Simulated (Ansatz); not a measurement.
Consider this model of amorphous Nb₂₄P₂₄.

```xyz
48
Lattice="9.2536 0.0000 0.0000 0.0000 9.2536 0.0000 0.0000 0.0000 9.2536" Properties=species:S:1:pos:R:3 pbc="T T T"
Nb     5.2425     7.1674     8.0528
Nb     1.4291     2.1351     4.1892
Nb     5.7695     2.0546     6.4192
Nb     6.1651     7.2445     1.7799
Nb     2.9309     4.8623     4.2889
Nb     1.6285     6.4786     1.3939
Nb     2.8631     8.4543     4.6015
Nb     4.1432     0.6132     8.3318
Nb     0.3708     6.0220     7.6534
Nb     5.7550     1.6252     1.5167
Nb     2.4828     0.4883     1.8186
Nb     5.4211     6.6182     5.0643
Nb     0.3141     6.8147     4.9594
Nb     1.6162     8.7012     7.4021
Nb     4.0922     4.6714     7.3860
Nb     4.3662     1.8868     4.0802
Nb     1.1654     2.9724     7.1436
Nb     5.8112     4.3599     2.7267
Nb     8.7070     1.1833     0.1202
Nb     7.2612     9.0257     4.0815
Nb     7.7497     8.7188     7.0160
Nb     7.8199     4.2352     5.3519
Nb     7.1736     4.1864     8.6040
Nb     1.0291     3.4021     1.4409
P      2.0867     4.6546     8.8514
P      3.1876     7.8703     0.1359
P      7.2762     6.1330     6.8590
P      3.3773     3.0618     2.2235
P      6.4399     9.0542     9.2047
P      5.1540     5.2776     0.4360
P      0.9384     8.1513     2.9965
P      0.2635     0.2227     5.4061
P      2.6160     6.5818     6.3074
P      5.2683     8.8632     6.0995
P      0.5617     4.4579     3.7737
P      7.7945     3.1684     1.5105
P      8.4498     6.0482     0.7613
P      8.0942     2.2076     7.1320
P      1.9048     1.6240     8.9815
P      7.4339     6.3453     3.6741
P      3.9950     6.4179     2.7656
P      3.0088     1.3972     6.1334
P      6.8722     2.2516     3.9796
P      9.1729     7.9832     9.1571
P      5.1553     4.0824     5.2159
P      4.7599     8.9850     2.9484
P      5.0297     2.8365     8.6924
P      9.2080     0.8602     2.5442
```

All values below come from PBE, scalar-relativistic without spin-orbit coupling (plane waves to 420 eV, PAW; Ansatz, an electronic-structure program).

The cell was made by melting and quenching with the CHGNet potential and then relaxed with DFT. The hot cell started wider than the set density and was brought back towards it in steps. It is the lowest in DFT energy of 2 quenches. It is a model cell: composition and starting density were chosen by hand, and all elements were melted together. No dispersion term was used. Its density started from a set value of 6.77 and ended at 6.23 g/cm³. The simulated quench (nominally 180 K/ps over its main leg) is rapid and tends to freeze in more defects than a deposited or slowly cooled glass has. Values belong to this one cell and scatter from quench to quench. The volume was free in the relaxation, at fixed shape. Stress components on the final sampling reach 2.0 GPa. On a 2×2×2 Γ-centred mesh force components of up to 0.29 eV/Å stay, since the relaxation ran on one k-point at (1/4, 1/4, 1/4).

Neighbours within Nb-Nb 3.82 Å, Nb-P 3.08 Å, P-P 2.57 Å count as bonded.

Problem. Give the coordination numbers, mean bond lengths and angles.

Solution. 
```json
{
  "Mean coordination of Nb": "12.92 (5 with 11, 4 with 12, 5 with 13, 8 with 14, 2 with 15)",
  "Mean coordination of P": "5.92 (8 with 5, 10 with 6, 6 with 7)",
  "Mean Nb-Nb bond": "3.274 Å (spread 0.238 Å, 86 counted)",
  "Mean Nb-P bond": "2.605 Å (spread 0.132 Å, 138 counted)",
  "Mean P-P bond": "2.239 Å (spread 0.002 Å, 2 counted)",
  "Bond angle at Nb": "mean 95.7°, spread 34.6°",
  "Bond angle at P": "mean 100.9°, spread 29.4°"
}
```

Problem. What Bader charges do the atoms carry, from a run on one k-point at (1/4, 1/4, 1/4)?

Solution. Means (range): Nb +1.07 e (+0.89 to +1.23), P -1.07 e (-1.29 to -0.67).
```csv
atom,charge (e)
Nb1,+1.01
Nb2,+0.89
Nb3,+1.07
Nb4,+1.20
Nb5,+1.08
Nb6,+1.23
Nb7,+1.07
Nb8,+1.03
Nb9,+0.93
Nb10,+1.11
Nb11,+1.12
Nb12,+1.08
Nb13,+0.99
Nb14,+1.08
Nb15,+1.01
Nb16,+0.96
Nb17,+0.98
Nb18,+1.16
Nb19,+1.16
Nb20,+1.07
Nb21,+1.05
Nb22,+1.11
Nb23,+1.19
Nb24,+1.10
P25,-1.09
P26,-1.01
P27,-1.27
P28,-1.08
P29,-1.16
P30,-0.92
P31,-0.86
P32,-1.04
P33,-1.28
P34,-1.20
P35,-1.18
P36,-1.04
P37,-0.67
P38,-1.27
P39,-1.16
P40,-1.14
P41,-1.00
P42,-1.13
P43,-1.00
P44,-0.89
P45,-1.29
P46,-1.19
P47,-1.05
P48,-0.75
```
